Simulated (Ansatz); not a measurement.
InP: pressure series

Base system: InP in the zinc blende structure (space group F-43m, No. 216; a = 5.9070 Å).

Cell and atoms are relaxed at each pressure.

Levels (all Ansatz, a program for electronic structure, PAW): r2SCAN (500 eV, spin-orbit coupling left out); HSE06 (420 eV, scalar-relativistic without spin-orbit coupling).

Band gaps by level, all at the geometries relaxed with r2SCAN:

```
case               r2SCAN    HSE06
----------------  -------  -------
base              1.03 eV  1.36 eV
pressure −2 GPa   0.84 eV  1.16 eV
pressure 7 GPa    1.52 eV  1.87 eV
pressure 15 GPa   1.76 eV  2.11 eV
pressure 30 GPa   1.54 eV  1.88 eV
pressure 50 GPa   1.29 eV  1.63 eV
pressure 75 GPa   1.04 eV  1.36 eV
pressure 100 GPa  0.82 eV  1.14 eV
```

Single points use the geometry relaxed with r2SCAN. HSE06 gaps are upper bounds (no full band path). Load acts through the strain it causes; cell and atoms are relaxed under it. Stability against distortions was not tested. Measured, InP leaves this structure (for rock salt) near 9.8 GPa (temperature not stated; as listed in Datta, Sujoy, Jana, Debnarayan, arXiv (2020)).
